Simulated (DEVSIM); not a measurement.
Structure: Si p-i-n diode, at 300 K.

| layer (left to right) | material | thickness (μm) | Nd (cm⁻³) | Na (cm⁻³) | τn (s) | τp (s) |
|---|---|---|---|---|---|---|
| 1 | Si | 0.900 | - | 8.4e17 | 2.8e-6 | 2.8e-6 |
| 2 | Si | 1.80 | 4.8e12 | - | 2.8e-6 | 2.8e-6 |
| 3 | Si | 0.640 | 1.9e18 | - | 2.8e-6 | 2.8e-6 |

Left contact: ohmic. Right contact: ohmic. Voltage is applied to the left contact. Recombination: SRH at mid-gap. Mobility is μmin + (μ − μmin)/(1 + (N/Nref)^α).

Constants are typed, rounded textbook-type inputs, not results; the design itself was drawn at random and stands for no fabricated device. Values at 300 K. The table also holds parameters that only a changed run uses.

```
parameter           Si
-------------  -------
gap (eV)         1.124
affinity (eV)     4.05
permittivity      11.7
Nc (cm⁻³)      2.86e19
Nv (cm⁻³)       3.1e19
μn (cm²/Vs)       1417
μp (cm²/Vs)        470
μn,min              52
μp,min              45
Nref,n          9.7e16
Nref,p          2.2e17
αn                0.68
αp                0.72
Cn (cm⁶/s)     2.8e-31
Cp (cm⁶/s)     9.9e-32
```

DEVSIM, 1D drift-diffusion, Boltzmann statistics, complete ionisation; no tunnelling, impact ionisation, image-force lowering or self-heating.

Base results: dark forward voltage at 1 A/cm² (V) 0.690; potential step across the device at zero bias (V) 0.961; dark forward voltage at 100 A/cm² (V) 0.811.

What follows from this one change: doping Nd of layer 3 1.9e+18 → 5.7e+18 cm^-3?

dark forward voltage at 1 A/cm² 0.690 → 0.695 V; potential step across the device at zero bias 0.961 → 0.989 V; dark forward voltage at 100 A/cm² 0.811 → 0.816 V.

What follows from this one change: doping Na of layer 1 8.4e+17 → 2.5e+17 cm^-3?

dark forward voltage at 1 A/cm² 0.690 → 0.651 V; potential step across the device at zero bias 0.961 → 0.929 V; dark forward voltage at 100 A/cm² 0.811 → 0.773 V.

What follows from this one change: constant mobility in place of the doping-dependent one?

dark forward voltage at 1 A/cm² 0.690 → 0.652 V; potential step across the device at zero bias little changed (0.961 V); dark forward voltage at 100 A/cm² 0.811 → 0.774 V.
